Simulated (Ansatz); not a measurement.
The starting structures come from a database of crystals and need not be the phases stable at ambient conditions.

The decay constant κ of evanescent states in the gap governs leakage through a thin film.

Consider the following.

```
CELL_PARAMETERS angstrom
      3.86997     0.00000     0.00000
     -1.93499     3.35150     0.00000
      1.93499    -1.11717     3.06503
ATOMIC_POSITIONS crystal
  Al 0.00000 0.00000 0.00000
  P  0.75000 0.25000 0.75000
```

The cell is strained (lengths along the current scaled by 0.97, ions clamped); by PBEsol it stands under a pressure of 2.8 GPa.

Transport runs along the normal of the first two printed cell vectors, the (111) (indices of the unstrained crystal) plane of the conventional cell.

The gap is the functional's own. No spin-orbit coupling. Mid-gap values are those at the computed energy nearest the middle.

Problem. Compute, with PBEsol (Ansatz, a first-principles code), the band gap and the smallest decay constant κ at mid-gap.

Solution. Gap 1.31 eV on a 10×10×10 mesh; κ = 0.149 1/Å, at the zone centre.
